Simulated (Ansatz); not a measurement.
We consider Rb₂Pt₃S₄ (Fmmm, No. 69, 9 atoms in the cell; start COD 1538252), described by PBEsol (Ansatz, a quantum-chemistry and plane-wave program, PAW).

Numerical settings: plane-wave cutoff 520 eV, 8×8×8 k mesh, Fermi–Dirac smearing 0.01 eV, scalar-relativistic PAW data made under PBE.

Cell (relaxed at this level):

Pt3Rb2S4 is taken in the orthorhombic space group Fmmm (No. 69), Pearson symbol oF36. Conventional cell: a = 6.384 Å, b = 10.844 Å, c = 12.845 Å, α = β = γ = 90.00°. Pt1 on 8e is coordinated by 4 S at 2.346 Å. Pt2 on 4a sees 4 S at 2.342 Å. Rb on 8i has 8 S at 3.514–3.706 Å. S on 16m is coordinated by 3 Pt at 2.342–2.346 Å and 4 Rb at 3.514–3.706 Å. (Neighbours: up to the widest gap in distance over summed covalent radii, below 1.35, at either atom; cation-cation and far metal-metal contacts left out.)
(The calculation used a cell of 9 atoms; values per cell refer to that cell.)

Problem. Estimate the band gap, smallest direct gap on the k points sampled and Γ–Γ gap that the calculation returns.

Solution. 
* **band gap**: 1.33 eV
* **smallest direct gap on the k points sampled**: 1.46 eV
* **Γ–Γ gap**: 2.07 eV

Spin–orbit coupling is not included.

Static lattice: no zero-point or thermal effects.

It cost about 3 core-minutes (a rough figure) of CPU time.
